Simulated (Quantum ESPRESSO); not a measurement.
Quick settings and what they miss: Nb₂GaC (P6_3/mmc, 8 atoms in the cell)

Self-consistent single point.

```
Nb2GaC
1.0
    3.19700     0.00000     0.00000
   -1.59850     2.76868     0.00000
    0.00000     0.00000    13.80091
Nb Ga C
4 2 2
Direct
  0.66667   0.33333   0.90942
  0.33333   0.66667   0.09058
  0.33333   0.66667   0.40942
  0.66667   0.33333   0.59058
  0.66667   0.33333   0.25000
  0.33333   0.66667   0.75000
  0.00000   0.00000   0.00000
  0.00000   0.00000   0.50000
```

Computed with PBEsol, GBRV 1.5 ultrasoft (PBESOL) pseudopotentials (plane waves; Quantum ESPRESSO).

Base settings: ecutwfc = 50 Ry; ecutrho = 400 Ry; occupations = smearing; smearing = gauss; degauss = 0.0073499 Ry; potentials = {Nb: nb_pbesol_v1.uspp.F.UPF, Ga: ga_pbesol_v1.4.uspp.F.UPF, C: c_pbesol_v1.2.uspp.F.UPF}; K_POINTS = automatic 11 11 3 0 0 0; conv_thr = 1e-11 Ry; mixing_beta = 0.3.

Tight run (finer mesh or higher cutoff; not a proven limit): ecutwfc: 50 Ry → 70 Ry; ecutrho: 400 Ry → 560 Ry; conv_thr: 1e-11 Ry → 7.3e-11 Ry; K_POINTS: automatic 11 11 3 0 0 0 → automatic 15 15 5 0 0 0. It gave Fermi level (on the code's own zero) 15.45 eV; pressure -14.82 GPa; largest force (vector length) 0.994 eV/Å.

Quick runs, as changes from the base:
- A: the base itself
- B: ecutwfc: 50 Ry → 30 Ry; ecutrho: 400 Ry → 240 Ry; smearing: gauss → cold; degauss: 0.0073499 Ry → 0.019992 Ry; conv_thr: 1e-11 Ry → 7.3e-05 Ry; K_POINTS: automatic 11 11 3 0 0 0 → automatic 3 3 3 1 1 1
- C: ecutwfc: 50 Ry → 30 Ry; ecutrho: 400 Ry → 240 Ry; smearing: gauss → cold; degauss: 0.0073499 Ry → 0.019992 Ry; K_POINTS: automatic 11 11 3 0 0 0 → automatic 1 1 1 0 0 0
- D: ecutwfc: 50 Ry → 40 Ry; ecutrho: 400 Ry → 320 Ry; conv_thr: 1e-11 Ry → 7.3e-05 Ry; K_POINTS: automatic 11 11 3 0 0 0 → automatic 6 6 6 1 1 1
- E: smearing: gauss → cold; degauss: 0.0073499 Ry → 0.0147 Ry; K_POINTS: automatic 11 11 3 0 0 0 → automatic 4 4 4 0 0 0
- F: ecutwfc: 50 Ry → 25 Ry; ecutrho: 400 Ry → 200 Ry; smearing: gauss → fd; degauss: 0.0073499 Ry → 0.036749 Ry; pseudopotentials: {Nb: nb_pbesol_v1.uspp.F.UPF, Ga: ga_pbesol_v1.4.uspp.F.UPF, C: c_pbesol_v1.2.uspp.F.UPF} → {Nb: nb_lda_v1.uspp.F.UPF, Ga: ga_lda_v1.4.uspp.F.UPF, C: c_lda_v1.2.uspp.F.UPF}; K_POINTS: automatic 11 11 3 0 0 0 → automatic 8 8 8 0 0 0 [LDA (PZ)]

Energies are extrapolated to zero smearing width, which holds to low order in the width alone (under cold and Methfessel-Paxton smearing the free energy itself is taken).

Dashes: pressure of B, D, not trusted under this conv_thr with d or f elements; energy of F, another energy zero.

† marks runs with another functional, U, potentials or spin treatment: their distance from the tight run is not a convergence error alone.

The count of work is k-points × plane waves × bands × iterations; it is no time. Core times come from one kind of shared machine and are given to one figure; runs under 30 s give none.

The starting cell comes from a database of computed structures (which also holds hypothetical and non-ambient phases and stackings), without a prior relaxation at this level. Its lattice was rescaled by a random factor within 2.5 % of one. Spin polarisation is off. In the base run, with a pressure of about -15 GPa the cell is away from its equilibrium volume at this level. In the base run, forces exceed 1 eV/Å.

```csv
run,energy less tight (meV/atom),pressure less tight (GPa),largest miss in a force vector (eV/Å),count of work / tight,core time / tight (rough)
A,4.1,-0.04,0.016,0.22,0.1
B,53.4,–,0.254,0.013,0.02
C,473.3,7.46,9.205,0.0036,0.03
D,20.2,–,0.053,0.091,0.08
E,0.1,-0.24,0.286,0.089,0.1
F†,–,-24.70,0.004,0.14,0.1
```

Among the runs at the tight run's level, the energy misses run from 0.1 to 473.3 meV/atom.
